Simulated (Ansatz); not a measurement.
**ScIr3 under a change: biaxial strain −2.00 %, plane normal [001], relaxed out of plane**

Base system: ScIr$_{3}$ in the Cu3Au type structure (space group Pm-3m, No. 221; a = 3.8971 Å; a cell from a computed database, its experimental status unchecked; relaxed with 0.1 eV smearing). Axes: x, y, z lie along the cube axes.

Modification: biaxial strain −2.00 %, plane normal [001], relaxed out of plane (Cartesian); in-plane vectors clamped, the third vector and the atoms free.

Computed with PBEsol (Ansatz, a program for electronic structure; PAW; 420 eV plane waves; no SOC). Γ-centred 15×15×15 mesh, Fermi–Dirac width 0.1 eV.

The volume per atom shrinks by 0.26 Å³ (14.80 Å³ → 14.54 Å³) and the energy goes up by 14 meV/atom. The band gap remains zero and the out-of-plane strain is +2.31 %. The ratio −ε⊥/ε∥ amounts to 1.16 and the mean in-plane stress (compression positive) amounts to +7.8 GPa.

Whether these cells are dynamically stable was not tested. The final runs are not spin-polarised.
